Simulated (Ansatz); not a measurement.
Consider the following.

End structure of a constructed model of the (0001) surface of hcp Mg, a layer of Ti in place of the second plane (bottom of the slab: a bare face, its two planes held):

```xyz
6
Lattice="3.1990 0.0000 0.0000 -1.5995 2.7704 0.0000 0.0000 0.0000 29.5000" Properties=species:S:1:pos:R:3 pbc="T T T"
Mg     1.5995     0.9235     8.1621
Mg     0.0000     1.8470    10.7517
Mg     1.5995     0.9235    13.3854
Mg     0.0000     1.8470    16.0067
Ti     1.5995     0.9235    18.4404
Mg     0.0000     1.8470    20.7828
```

Model: 6-atom slab, 13.2 Å thick at the start, 13x13x1 mesh, Fermi-Dirac 0.1 eV, dipole correction, 2 atoms held, the rest relaxed; symmetry of the start imposed; no spin, no spin-orbit, no U. It is one candidate, not shown to be the stable structure of the face.

Problem. Estimate the work function of the top face that PBE (Ansatz, a first-principles code) returns for this input.

Solution. 3.55 eV
